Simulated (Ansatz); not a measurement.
Consider Ta in the diamond structure (space group Fd-3m, No. 227; a = 6.0050 Å; a hypothetical phase, not in the database extracts checked; relaxed with 0.1 eV smearing).

It is then changed as follows: every lattice vector is stretched by 3.28 %, atoms relaxed at fixed cell.

Levels (all Ansatz, a first-principles code, PAW): PBEsol (420 eV, scalar-relativistic without spin-orbit coupling); PBEsol+SOC (420 eV, spin-orbit coupling included).

The geometry is relaxed with PBEsol.

| Quantity | Result |
|---|---|
| PBEsol pressure | -6.2 GPa |

With PBEsol+SOC at the same geometry, the pressure increases by 0.2 GPa (-6.2 GPa → -6.0 GPa).

Single points use the geometry relaxed with PBEsol. The spin-orbit shifts are approximate. The cells carry an imposed strain or load. Whether these cells are dynamically stable was not tested. The runs without spin-orbit coupling are not spin-polarised. Ta has a high density of states at the Fermi level and may be magnetic at this level.
